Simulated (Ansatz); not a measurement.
## A computed series for ScAl3: pressure series

Start from ScAl$_{3}$ in the Cu3Au type structure (space group Pm-3m, No. 221; a = 4.0321 Å).

Cell and atoms are relaxed at each pressure.

Calculations: LDA in Ansatz (plane waves to 420 eV, PAW, spin-orbit coupling left out).

```csv
pressure (GPa),volume per atom (Å³/atom)
-2,16.747
-1,16.563
0,16.389
0.9,16.241
2.1,16.053
9,15.138
15,?
22.5,13.871
30,13.338
```

Task: Fit the third-order Birch–Murnaghan form P(V) = (3B₀/2)[(V₀/V)^(7/3) − (V₀/V)^(5/3)]·[1 + (3/4)(B₀′ − 4)((V₀/V)^(2/3) − 1)] (squares taken in P) to the rows shown and predict the withheld row.

Result: Least squares on the printed values gives V₀ = 16.390 Å³/atom, B₀ = 96.9 GPa, B₀′ = 3.9; this predicts 14.512 Å³/atom, and the run gives 14.512 Å³/atom, in agreement.

Load acts through the strain it causes; cell and atoms are relaxed under it. No phonon test of stability was made. Competing high-pressure phases were not computed. All final runs are without spin polarisation.

Ansatz is an electronic-structure program.
